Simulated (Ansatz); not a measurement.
This Ansatz (an electronic-structure program) input is the reference run, BeS in the zinc blende structure (space group F-43m, No. 216), computed with r2SCAN/PAW in Ansatz, spin-orbit coupling left out:

Ansatz 0.2 input:
```yaml
crystal:
  lattice:
    - [0, 2.4343121696, 2.4343121696]
    - [2.4343121696, 0, 2.4343121696]
    - [2.4343121696, 2.4343121696, 0]
  atoms:
    - { symbol: Be, position: [0, 0, 0] }
    - { symbol: S, position: [0.25, 0.25, 0.25] }
basis: { ecutwfc: 500, ecutrho_ratio: 4, xc_grid: 4, fft_grid_basis: typed }
kpoints: { mp_grid: { grid: [12, 12, 12] } }
hamiltonian:
  xc: r2scan
  dispersion: none
  pseudopotentials: { kind: paw }
scf: { occupations: { method: fermi_dirac, width: 0.05 }, convergence: { dr2_threshold: 0.0000000002 } }
output: { forces: true, stress: true }
checkpoint: { write: state.ck, write_every: 1000 }
```

### Question
Write the input for this change: the cell is compressed by 3.00 % along z with no lateral relaxation, atoms relaxed at fixed cell.

### Answer
Ansatz 0.2 input:
```yaml
crystal:
  lattice:
    - [0, 2.4343121696, 2.3612828045]
    - [2.4343121696, 0, 2.3612828045]
    - [2.4343121696, 2.4343121696, 0]
  atoms:
    - { symbol: Be, position: [0, 0, 0] }
    - { symbol: S, position: [0.25, 0.25, 0.25] }
basis: { ecutwfc: 500, ecutrho_ratio: 4, xc_grid: 4, fft_grid_basis: typed }
kpoints: { mp_grid: { grid: [12, 12, 12] } }
hamiltonian:
  xc: r2scan
  dispersion: none
  pseudopotentials: { kind: paw }
scf: { occupations: { method: fermi_dirac, width: 0.05 }, convergence: { dr2_threshold: 0.0000000002 } }
relax: { f_tol: 0.005, max_steps: 50 }
output: { forces: true, stress: true }
checkpoint: { write: state.ck, write_every: 1000 }
```
This is the input that was run.

The cells carry an imposed strain or load. No phonon test of stability was made.
